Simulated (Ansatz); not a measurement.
**Effect of biaxial strain +1.00 %, plane normal [001], relaxed out of plane on CdTe**

The parent structure is CdTe in the zinc blende structure (space group F-43m, No. 216; a = 6.558 Å). Axes: x, y, z lie along the cube axes.

Perturbation: biaxial strain +1.00 %, plane normal [001], relaxed out of plane (Cartesian); in-plane vectors clamped, the third vector and the atoms free.

Level of theory: r2SCAN (Ansatz, a program for electronic structure; PAW; 500 eV plane waves; spin-orbit coupling left out). k-mesh 9×9×9 (Γ-centred); smearing 0.05 eV (Fermi–Dirac).

Volume per atom: 35.47 Å³ (base 35.25 Å³)
Space group: I-4m2 (No. 119) (base F-43m (No. 216))
Shortest interatomic distance: 2.846 Å (base 2.840 Å)
Energy relative to the base (free energy F): +0.9 meV/atom
Pressure (mean of the normal stresses, compression positive): -0.26 GPa (base 0.00 GPa)
Band gap: 1.09 eV (base 1.17 eV)
Gap character: direct at Γ (base direct at Γ)
Electron mass: 0.089 mₑ (at Γ) (base 0.090 mₑ (at Γ))
Valence-band top at Γ (three highest levels, from the VBM): 0.00, -0.07, -0.07 eV (base 0.00, 0.00, 0.00 eV)
Valley order (the lowest conduction-band minima on the path, energy above the VBM, named in the base's zone): Γ 1.09 eV; L along [1-1-1] 2.14 eV (base Γ 1.17 eV; L along ⟨111⟩ 2.20 eV)
Out-of-plane strain: -1.36 %
Ratio −ε⊥/ε∥: 1.36
Mean in-plane stress (compression positive): -0.4 GPa

Final structure (turned so that z lies along the plane normal):

```
CdTe
1.0
    4.68342     0.00000     0.00000
    0.00000     4.68342     0.00000
    2.34171    -2.34171     3.23431
Cd Te
1 1
Direct
  0.00000   0.00000   0.00000
  0.75000   0.75000   0.50000
```

With Te present, leaving out spin-orbit coupling can change the band edges. Effective masses come from finite differences of ±0.01 Å⁻¹. No phonon test of stability was made. k-point labels follow each cell's own Brillouin zone.
